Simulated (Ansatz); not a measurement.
The starting structures come from a database of crystals and need not be the phases stable at ambient conditions.

By PBEsol, the system below comes out a metal.

Data:

```xyz
4
Lattice="4.3823 0.0000 0.0000 0.0000 5.5342 0.0000 2.1912 0.0000 3.7952" Properties=species:S:1:pos:R:3 pbc="T T T"
Bi     2.1911     4.1507     1.2651
Bi     4.3823     1.3836     2.5301
Pt     0.0000     2.7671     0.0000
Pt     0.0000     0.0000     0.0000
```

Space group of this cell: P6_3/mmc, NiAs type. The cell is taken as given; by PBEsol its mean pressure is -2.1 GPa.

The current flows along the normal of the first two printed cell vectors, the (100) plane of the conventional cell. No spin-orbit coupling; the value is a mean over 0.1 eV about the Fermi level.

Q: Predict the ballistic conductance per area from PBEsol (Ansatz, a program for electronic structure).

A: 0.80 × 10¹⁵ S/m² for both spins.
